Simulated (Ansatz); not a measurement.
Results of LDA (Ansatz, a program for electronic structure, PAW) for Nb3Sn (model structure, started from the D03 type, Fm-3m, No. 225, 4 atoms in the cell).

Numerical settings: plane-wave cutoff 520 eV, 14×14×14 k mesh, Fermi–Dirac smearing 0.05 eV, no spin polarisation, scalar-relativistic PAW data made under PBE.

Cell (relaxed at this level):

Space group Fm-3m (No. 225); a = b = c = 6.586 Å, α = β = γ = 90.00°

```
atom  site  symmetry       x       y       z
----  ----  --------  ------  ------  ------
Sn      4a      m-3m  0.0000  0.0000  0.0000
Nb      4b      m-3m  0.5000  0.5000  0.5000
Nb      8c      -43m  0.2500  0.2500  0.2500
```
(The calculation used a cell of 4 atoms; values per cell refer to that cell.)

**Question.** What does this level give for the bulk modulus?

**Answer.** 
- bulk modulus: 184 GPa

Note: the run has no spin polarisation, so it can have missed a magnetic state; the bulk modulus is −V dP/dV from two relaxed cells at ±2 % in volume; the relaxation could raise the start's symmetry but not lower it, so the cell can be a saddle point.

Spin–orbit coupling is not included.

Computed values are for the static lattice.

A model structure was made by putting elements into a prototype or built by hand; it is no filed structure, need not be a known phase, and can be a saddle point held by its symmetry.
